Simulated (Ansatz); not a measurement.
Consider Sr3SbN in the anti-perovskite structure (space group Pm-3m, No. 221; a = 5.131 Å; a cell from a computed database, its experimental status unchecked). Axes: x, y, z lie along the cube axes.

It is then changed as follows: tensile biaxial strain of 4.76 % in the plane normal to [110], as in epitaxy on a mismatched substrate; the out-of-plane cell vector and the atoms relax.

Levels (all Ansatz, a first-principles code, PAW): PBEsol (420 eV, without spin-orbit coupling); r2SCAN (500 eV, no spin-orbit coupling); HSE06 (420 eV, scalar-relativistic without spin-orbit coupling).

One geometry, relaxed with PBEsol, under each level:

```csv
level,band gap,lowest conduction level above the VBM at special points,pressure
PBEsol,0.12 eV,Γ 0.12 eV; Z 1.36 eV; S 1.37 eV; T 1.39 eV,-3.07 GPa
r2SCAN,(withheld),(withheld),(withheld)
HSE06,0.84 eV,Γ 0.84 eV; Z 2.11 eV; S 2.12 eV,–
```

**Question.** Give the withheld r2SCAN results.

**Answer.** 
- r2SCAN, band gap: 0.46 eV
- r2SCAN, lowest conduction level above the VBM at special points: Γ 0.46 eV; Z 1.68 eV; S 1.69 eV; T 1.78 eV
- r2SCAN, pressure: -1.84 GPa

Single points use the geometry relaxed with PBEsol. Their cutoffs differ, which shifts pressures a little. Spin-orbit coupling, missing from the scalar runs, can matter with Sb. Stability against distortions was not tested. The zero or small gap of Sr3SbN can change with the level of theory. Labels are those of the standard path for the cell's own space group.
